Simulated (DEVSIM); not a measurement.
System: abrupt Si n-p junction, at 300 K.

```csv
layer (left to right),material,thickness (μm),Nd (cm⁻³),Na (cm⁻³),τn (s),τp (s)
1,Si,1.20,4.7e18,-,1.2e-6,1.2e-6
2,Si,2.70,-,1.3e17,1.2e-6,1.2e-6
```

Left contact: ohmic. Right contact: ohmic. Voltage is applied to the left contact. Recombination: SRH at mid-gap, Auger. Mobility is constant in doping.

Constants are typed, rounded textbook-type inputs, not results; the design itself was drawn at random and stands for no fabricated device. Values at 300 K.

```
parameter           Si
-------------  -------
gap (eV)         1.124
affinity (eV)     4.05
permittivity      11.7
Nc (cm⁻³)      2.86e19
Nv (cm⁻³)       3.1e19
μn (cm²/Vs)       1417
μp (cm²/Vs)        470
Cn (cm⁶/s)     2.8e-31
Cp (cm⁶/s)     9.9e-32
```

Simulated with DEVSIM: 1D drift-diffusion, Boltzmann statistics, complete ionisation; no tunnelling, impact ionisation, image-force lowering or self-heating.

The doping Nd of layer 1 was swept, all else fixed.

| doping Nd of layer 1 (cm^-3) | dark forward voltage at 100 A/cm² (V) | potential step across the device at zero bias (V) | dark forward voltage at 1 A/cm² (V) | largest field in the device at zero bias (V/cm) |
|---|---|---|---|---|
| 1.4e17 | 0.744 | 0.845 | 0.624 | 130000 |
| 4.7e17 | 0.752 | 0.876 | 0.632 | 160000 |
| 1.4e18 | 0.755 | 0.904 | 0.635 | 180000 |
| 4.7e18 | 0.756 | 0.936 | 0.637 | 200000 |
| 1.4e19 | 0.757 | 0.964 | 0.637 | 260000 |

From the first row to the last the dark forward voltage at 100 A/cm² goes from 0.744 to 0.757. From the first row to the last the potential step across the device at zero bias goes from 0.845 to 0.964.
